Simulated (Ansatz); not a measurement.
AlP (zinc blende, F-43m), quasi-harmonic lattice dynamics with Ansatz (a first-principles code), PBE functional, plane-wave PAW. Dynamical quadrupoles are not included in the interpolation of the phonons between the solved wave vectors.

```tsv
T (K)	α_L (10⁻⁶/K)	C_P (J/mol/K)	bulk modulus B_T (GPa)	γ
200	2.4	34.2	80.5	0.43
300	3.8	41.7	79.7	0.56
600	5.2	47.9	77.0	0.65
700	5.5	48.5	76.0	0.66
800	5.6	49.0	75.1	0.67
850	5.7	49.2	(withheld)	0.67
950	5.9	49.5	73.8	0.68
1000	5.9	(withheld)	73.3	0.68
```

**Question.** Fill in the missing entries.

**Answer.** 
- 850, bulk modulus B_T (GPa): 74.7
- 1000, C_P (J/mol/K): 49.6

Whether this phase is the stable one at each condition was not tested.
